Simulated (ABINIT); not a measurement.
How far to go with the k-point mesh at a smearing width of 0.02 eV: Rb (Im-3m, 1 atom in the cell)

```
Rb
1.0
   -2.83347     2.83347     2.83347
    2.83347    -2.83347     2.83347
    2.83347     2.83347    -2.83347
Rb
1
Direct
  0.00000   0.00000   0.00000
```

Computed with LDA (PW92), PAW (JTH v2.0 LDA PAW) (plane waves; ABINIT).

Base settings: pseudos = [Rb.LDA_PW-JTH.xml]; ecut = 20 Ha; pawecutdg = 40 Ha; ixc = 7; occopt = 3; tsmear = 0.00367493 Ha; ngkpt = 5 5 5; nshiftk = 1; shiftk = 0 0 0; potentials = JTH v2.0 LDA PAW.

In this ladder: tsmear = 0.00073499 Ha.

Only quantities that move along the ladder and can be compared are tabulated.

These are the values that this program gave, and no reference: the one-centre exchange-correlation terms come from a truncated expansion.

The count of work is k-points × plane waves × bands × iterations; it is no time. Core times come from one kind of shared machine, to one figure; runs under 30 s give none.

The starting cell has typed, rounded lattice constants, without a prior relaxation at this level. Its lattice was rescaled by up to half a per cent.

| ngkpt | free energy less the last step's (meV/atom) | pressure (GPa) | count of work / last | core time / last (rough) |
|---|---|---|---|---|
| 3 3 3 | -85.51 | -0.52 | 0.014 | – |
| 4 4 4 | 65.31 | -0.33 | 0.031 | – |
| 5 5 5 | -0.81 | -0.43 | 0.039 | – |
| 6 6 6 | 18.51 | -0.40 | 0.058 | – |
| 8 8 8 | 6.38 | -0.41 | 0.11 | – |
| 9 9 9 | -2.06 | -0.42 | 0.13 | – |
| 11 11 11 | -1.64 | -0.42 | 0.19 | – |
| 13 13 13 | 0.01 | -0.42 | 0.33 | 0.3 |
| 16 16 16 | 0.05 | -0.42 | 0.53 | 0.5 |
| 20 20 20 | 0.00 | -0.42 | 1.0 | 1 |

Coarsest ngkpt that holds the free energy within 5 meV/atom of the last step, with all finer ones: 9 9 9, at 0.13 of the last step's count of work; the step before is off by 6.4 meV/atom.

Coarsest ngkpt that holds the pressure within 0.05 GPa of the last step, with all finer ones: 5 5 5, at 0.039 of the last step's count of work; the step before is off by 0.09 GPa.
